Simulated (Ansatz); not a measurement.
Pt: tensor shear ε_xy = +1.43 %

Base system: Pt in the fcc (Cu type) structure (space group Fm-3m, No. 225; a = 3.895 Å; relaxed with 0.1 eV smearing). Axes: x, y, z lie along the cube axes.

Now apply this change: tensor shear ε_xy = +1.43 % (engineering shear γ = 0.0286), atoms relaxed at fixed cell.

Method: plane-wave PAW DFT at the LDA level (Ansatz, a quantum-chemistry and plane-wave program, 420 eV), no SOC. Γ-centred 29×29×29 mesh, Fermi–Dirac width 0.1 eV.

The volume per atom hardly moves (14.78 Å³ against 14.77 Å³) and the space group goes from Fm-3m (No. 225) to Immm (No. 71). The energy increases by 3.5 meV/atom and the band gap remains zero. The stress (xx, yy, zz, yz, xz, xy; compression positive) comes out as (0.5, 0.5, -0.3, 0.0, 0.0, -2.6) GPa.

The cells carry an imposed strain or load. No phonon test of stability was made. All final runs are without spin polarisation.
